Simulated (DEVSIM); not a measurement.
Device: illuminated GaAs p-on-n cell, one wavelength, at 300 K.

Layer 1 from the left is GaAs, thickness (μm) 0.370, Na (cm⁻³) 1.4e18, τn (s) 1.6e-8, τp (s) 4.6e-10, absorption coefficient (cm⁻¹) 1e5. Layer 2 from the left is GaAs, thickness (μm) 1.30, Nd (cm⁻³) 2.1e16, τn (s) 3.5e-8, τp (s) 3.5e-8, absorption coefficient (cm⁻¹) 1e5.

Left contact: ohmic, minority electron recombination velocity 700 cm/s. Right contact: ohmic, minority hole recombination velocity 7e5 cm/s. Voltage is applied to the left contact. Recombination: SRH at mid-gap, radiative, Auger. Light enters at the left, 4.2e17 photons cm⁻² s⁻¹, one pass, no reflection. Mobility is μmin + (μ − μmin)/(1 + (N/Nref)^α).

The device is made up for the run: typed textbook-type constants, with dimensions and the other settings drawn at random. Values at 300 K.

GaAs: gap (eV) 1.424, affinity (eV) 4.07, permittivity 12.9, Nc (cm⁻³) 4.7e17, Nv (cm⁻³) 9e18, μn (cm²/Vs) 8500, μp (cm²/Vs) 400, μn,min 500, μp,min 20, Nref,n 6e16, Nref,p 1.5e17, αn 0.39, αp 0.38, B (cm³/s) 2e-10, Cn (cm⁶/s) 1e-30, Cp (cm⁶/s) 1e-30.

DEVSIM, 1D drift-diffusion, Boltzmann statistics, complete ionisation; no tunnelling, impact ionisation, image-force lowering or self-heating.

Dark forward current:

| |V| (V) | |J| (A/cm²) |
|---|---|
| 0.05 | 1.356e-11 |
| 0.10 | 4.717e-11 |
| 0.15 | 1.365e-10 |
| 0.20 | 3.772e-10 |
| 0.25 | 1.029e-9 |
| 0.30 | 2.796e-9 |
| 0.35 | 7.599e-9 |
| 0.40 | 2.068e-8 |
| 0.45 | 5.646e-8 |
| 0.50 | 1.548e-7 |
| 0.55 | 4.271e-7 |
| 0.60 | 1.194e-6 |
| 0.65 | 3.423e-6 |
| 0.70 | 1.034e-5 |
| 0.75 | 3.452e-5 |
| 0.80 | 0.0001353 |
| 0.85 | 0.0006430 |
| 0.90 | 0.003599 |
| 0.95 | 0.02233 |
| 1.00 | 0.1459 |
| 1.05 | 0.9740 |
| 1.10 | 6.468 |
| 1.15 | 40.12 |
| 1.20 | 203.4 |
| 1.25 | 791.4 |
| 1.30 | 2518 |

**Question.** Work out the local ideality factor n = ΔV / (kT/q · ln(J2/J1)) between the rows 0.15 and 0.20 V, 1.00 and 1.05 V, 1.25 and 1.30 V.

**Answer.** kT/q = 25.85 mV. From 0.15 to 0.20 V: ln(3.772e-10/1.365e-10) = 1.016, n = 1.90, near the 2 of recombination in the depletion region. From 1.00 to 1.05 V: ln(0.9740/0.1459) = 1.898, n = 1.02, near the 1 of diffusion or emission over a barrier. From 1.25 to 1.30 V: ln(2518/791.4) = 1.157, n = 1.67; the layers' resistance at their doping, Σ W/(qμN) = 8.5e-6 Ω cm², would take 15 mV of this step of 50 mV.

**Question.** What current could the absorbed light give at most, and what share is collected?

**Answer.** Σ αd = 16.7, so qΦ(1 − exp(−Σ αd)) = 67.3 mA/cm². The simulated short-circuit current is 66.71 mA/cm², a share of 0.99.

**Question.** Estimate the open-circuit voltage by superposition: the voltage at which the dark current equals that short-circuit current.

**Answer.** Interpolating ln J in the table gives 0.979 V. The simulation gives 0.979 V, the same within the digits that matter. Superposition holds where collection doesn't change with voltage.

**Question.** Estimate the fill factor from FF0 = (v − ln(v + 0.72))/(v + 1), v = qVoc/(nkT), with n from the dark curve.

**Answer.** The rows about Voc, 0.95 and 1.00 V, give n = 1.03, so v = 36.8 and FF0 = 0.878. The simulation gives 0.874, the same within the digits that matter.
